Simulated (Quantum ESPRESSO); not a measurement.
**Convergence series on C (P6_3/mmc, 4 atoms in the cell)**

```
C
1.0
    2.46729     0.00000     0.00000
   -1.23365     2.13674     0.00000
    0.00000     0.00000     7.80307
C
4
Direct
  0.00000   0.00000   0.25000
  0.00000   0.00000   0.75000
  0.33333   0.66667   0.25000
  0.66667   0.33333   0.75000
```

Computed with PBE, PSlibrary PAW (PBE) pseudopotentials (plane waves; Quantum ESPRESSO 7.5).

The starting cell comes from a database of computed structures (which also holds hypothetical and non-ambient phases and stackings), without a prior relaxation at this level.

Held fixed: ecutwfc = 45 Ry; occupations = smearing; smearing = cold; degauss = 0.0147 Ry; potentials = {C: C.pbe-n-kjpaw_psl.1.0.0.UPF}; K_POINTS = automatic 10 10 3 0 0 0; conv_thr = 1e-10 Ry; mixing_beta = 0.3.

ΔF is the free energy per atom less that of the last row (720 Ry).

The series runs over ecutrho = 90 Ry; 135 Ry; 180 Ry; 225 Ry; 270 Ry; 360 Ry; 450 Ry; 540 Ry; 720 Ry.

Problem. From which setting on does the energy stay within 2 meV/atom of the last one?

Solution. From ecutrho = 270 Ry on; the one before it is off by 2.3 meV/atom.

Problem. From which setting on does the pressure stay within 0.5 GPa of the last one?

Solution. From ecutrho = 180 Ry on; the one before it is off by 3.3 GPa. The value it settles on is -0.1 GPa at this level of theory and with the other settings as held.

| ecutrho | ΔF (meV/atom) | pressure (GPa) | iterations |
|---|---|---|---|
| 90 Ry | -362.6 | 17.05 | 10 |
| 135 Ry | -20.3 | 3.24 | 11 |
| 180 Ry | -3.9 | -0.15 | 11 |
| 225 Ry | -2.3 | 0.19 | 11 |
| 270 Ry | -0.18 | -0.04 | 11 |
| 360 Ry | -0.30 | -0.06 | 11 |
| 450 Ry | 0.02 | -0.08 | 11 |
| 540 Ry | -0.03 | -0.08 | 11 |
| 720 Ry | 0.00 | -0.08 | 11 |
